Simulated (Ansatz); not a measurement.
A self-consistent single point of TiSb (R3m, 2 atoms in the cell) with Ansatz (a quantum-chemistry and plane-wave program).

Method of the run: revPBE, default PAW files made with PBE (plane waves; Ansatz).

```
TiSb
1.0
    2.05481     1.18634     3.51680
   -2.05481     1.18634     3.51680
    0.00000    -2.37269     3.51680
Ti Sb
1 1
Cartesian
  0.00000   0.00000   8.04362
  0.00000   0.00000   2.50677
```

Reference input (self-consistent single point, DFT, revPBE, plane waves, default PAW files made with PBE): kpoints.mp_grid.grid = 10 10 10; hamiltonian.xc = revpbe; hamiltonian.pseudopotentials = {kind: paw} (the program's default PAW files); scf.occupations.method = fermi_dirac; scf.occupations.width = 0.1 eV. This run's input differs from it in these lines:

Ansatz 0.2 input:
```diff
@@ -10,3 +10,3 @@
 kpoints:
-  mp_grid: { grid: [10, 10, 10] }
+  mp_grid: { grid: [9, 9, 9] }
 hamiltonian:
@@ -15,3 +15,3 @@
 scf:
-  occupations: { method: fermi_dirac, width: 0.1 eV }
+  occupations: { method: fermi_dirac, width: 0.03 eV }
 output:
```

Output (repeated stretches shortened):

```
SCF iter   1: F=—  HF=-8993.723117 eV  |F-HF|=—  |Δ(HF+E_count)|=         —  Δρ=3.10e-3  dr2=5.12e-3  ethr=1.77e-3  ⟨swp⟩=6.0  Hψ=7839  notcnv=0
all-band conjugate gradients solve this SCF's bands
preconditioner: auto → Kerker (q_TF=auto, 2.450 Å⁻¹)
SCF iter   2: F=—  HF=-8993.723124 eV  |F-HF|=—  |Δ(HF+E_count)|=   6.85e-6  Δρ=1.71e-3  dr2=1.73e-3  ethr=1.90e-5  ⟨swp⟩=1.4  Hψ=2344  notcnv=0
SCF iter   3: F=—  HF=-8993.723315 eV  |F-HF|=—  |Δ(HF+E_count)|=   1.91e-4  Δρ=3.48e-4  dr2=8.73e-5  ethr=6.39e-6  ⟨swp⟩=1.8  Hψ=1712  notcnv=0
SCF iter   4: F=—  HF=-8993.723329 eV  |F-HF|=—  |Δ(HF+E_count)|=   1.39e-5  Δρ=1.06e-4  dr2=6.34e-6  ethr=3.23e-7  ⟨swp⟩=2.4  Hψ=2200  notcnv=0
SCF iter   5: F=—  HF=-8993.723331 eV  |F-HF|=—  |Δ(HF+E_count)|=   1.64e-6  Δρ=2.73e-5  dr2=4.62e-7  ethr=2.35e-8  ⟨swp⟩=2.2  Hψ=2285  notcnv=0
SCF iter   6: F=-8993.723331 eV  HF=-8993.723331 eV  |F-HF|=1.90e-8  |Δ(HF+E_count)|=   2.50e-7  Δρ=8.24e-6  dr2=3.76e-8  ethr=3.70e-10  ⟨swp⟩=6.0  Hψ=6547  notcnv=0
SCF 1 converged in 6 iterations: F = -8993.723331 eV  dr2 = 3.76e-8
Free energy (F): -8993.723331 eV
Internal energy: -8993.713481 eV  (E = F + TS)
E sigma→0 (E₀):  -8993.718406 eV
Entropy (-TS):   -0.009850 eV (-4.925 meV/atom)
Fermi energy:    10.380428 eV
--- Forces (eV/Å), atoms counted from 1 ---
  atom   1  Ti    -0.00000000    -0.00000004    -0.81858158
  atom   2  Sb     0.00000000     0.00000004     0.81856655
--- Stress (GPa, compression-positive) ---
       -5.960193       0.000000      -0.000000
        0.000000      -5.960193      -0.000000
       -0.000000      -0.000000      -8.111662
  P = ⅓ Tr σ = -6.6773 GPa (-66.773 kbar)
  The stress holds the Pulay correction. Without it, at fixed plane waves, as pw.x and ABINIT print it: P = -6.7018 GPa
```

The run converged in 6 iterations. Against the reference run the free energy goes up by 21.9 meV/atom, the pressure goes from -6.46 to -6.68 GPa and the largest force goes from 0.832 to 0.819 eV/Å.

The starting cell was generated: these elements placed on a structure prototype, without a prior relaxation; it need not be a known phase or ordering of this composition. Spin polarisation is off. With a pressure of about -7 GPa the cell is away from its equilibrium volume at this level. Ansatz's pressure includes its estimate of the finite-basis (Pulay) stress.
